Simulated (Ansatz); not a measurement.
ZnS, response to strain

Base system: ZnS in the wurtzite structure (space group P6_3mc, No. 186; a = 3.7383 Å, c = 6.1429 Å). Axes: x lies along a and z along c of the hexagonal cell.

Strains are applied to the cell and any free atomic positions relax.

Computed with plane-wave PAW DFT at the LDA level (Ansatz, a quantum-chemistry and plane-wave program, 420 eV), spin-orbit coupling left out.

Notes on the quantities. energy relative to the base: free energy F; pressure: mean of the normal stresses, compression positive.

```csv
variant,energy relative to the base,pressure,band gap,volume per atom
base,0 meV/atom,0.00 GPa,2.19 eV,18.59 Å³
tensor shear ε_xz = +1.00 %,[?],0.00 GPa,[?],18.58 Å³
tensor shear ε_xz = +2.00 %,+2.8 meV/atom,-0.01 GPa,2.14 eV,18.58 Å³
tensor shear ε_xz = +0.67 %,+0.3 meV/atom,0.00 GPa,2.18 eV,18.59 Å³
tensor shear ε_xz = +1.67 %,+2.0 meV/atom,-0.01 GPa,2.15 eV,18.58 Å³
tensor shear ε_xz = +1.33 %,+1.3 meV/atom,0.00 GPa,2.16 eV,18.58 Å³
tensor shear ε_xz = +0.33 %,+0.1 meV/atom,0.00 GPa,2.19 eV,18.59 Å³
```

### Question
Some entries are withheld; estimate them.

### Answer

- tensor shear ε_xz = +1.00 %, energy relative to the base: +0.7 meV/atom
- tensor shear ε_xz = +1.00 %, band gap: 2.17 eV

Stability against distortions was not tested.
